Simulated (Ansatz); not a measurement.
How a calculation on CaBi2 (Cmcm, 6 atoms in the cell) responds to its settings

```cif
data_Bi8Ca4
_chemical_formula_sum 'Ca4 Bi8'
_space_group_name_H-M_alt 'Cmcm'
_space_group_IT_number 63
_space_group_name_Hall '-C 2c 2'
_cell_length_a 4.77822
_cell_length_b 17.24067
_cell_length_c 4.55919
_cell_angle_alpha 90.000
_cell_angle_beta 90.000
_cell_angle_gamma 90.000
loop_
_atom_site_label
_atom_site_type_symbol
_atom_site_symmetry_multiplicity
_atom_site_Wyckoff_symbol
_atom_site_fract_x
_atom_site_fract_y
_atom_site_fract_z
_atom_site_occupancy
Ca1 Ca 4 c 0.00000 0.10147 0.25000 1
Bi1 Bi 4 c 0.00000 0.43620 0.25000 1
Bi2 Bi 4 c 0.00000 0.74415 0.25000 1
```
(The calculation used a cell of 6 atoms; values per cell refer to that cell.)

Base run A: PBEsol, PAW files made with PBE (Ansatz, a first-principles code), self-consistent single point.

Its settings: basis.ecutwfc = 420 eV; kpoints.mp_grid.grid = 5 5 5; hamiltonian.xc = pbesol; hamiltonian.pseudopotentials = {kind: paw} (the program's default PAW files); scf.occupations.method = cold; scf.occupations.width = 0.1 eV.

The starting cell comes from a database of computed structures (which also holds hypothetical and non-ambient phases and stackings), without a prior relaxation at this level. Ansatz's pressure includes its estimate of the finite-basis (Pulay) stress.

ΔF is the free energy per atom less that of run A. 

```csv
run,"kpoints.mp_grid.grid, scf.occupations.width",ΔF (meV/atom),pressure (GPa),largest force (eV/Å),TS (meV/atom),k-points
A,"5 5 5, 0.1 eV",0.00,-1.63,0.103,0.0,27
B,"3 3 3, 0.03 eV",5.3,-1.97,0.334,0.1,8
C,"3 3 3, 0.1 eV",4.4,-1.93,0.254,1.9,8
D,"3 3 3, 0.3 eV",0.45,-1.89,0.192,3.6,8
E,"4 4 4, 0.03 eV",-7.5,-1.83,0.073,0.0,21
F,"4 4 4, 0.1 eV",-7.6,-1.82,0.065,-0.2,21
G,"4 4 4, 0.3 eV",-6.4,-1.81,0.069,-3.4,21
H,"5 5 5, 0.03 eV",-0.04,-1.61,0.094,-0.1,27
I,"5 5 5, 0.3 eV",0.84,-1.67,0.103,-3.7,27
J,"6 6 6, 0.03 eV",0.02,-1.79,0.092,0.1,52
K,"6 6 6, 0.1 eV",-0.25,-1.79,0.093,0.6,52
L,"6 6 6, 0.3 eV",-0.40,-1.81,0.096,-3.2,52
```

Run K against A: The free energy hardly moves (within 1 meV/atom), the pressure goes from -1.63 to -1.79 GPa and the largest force goes from 0.103 to 0.093 eV/Å.

Run L against A: The free energy hardly moves (within 1 meV/atom), the pressure goes from -1.63 to -1.81 GPa and the largest force goes from 0.103 to 0.096 eV/Å.

Keys are those of Ansatz 0.2.
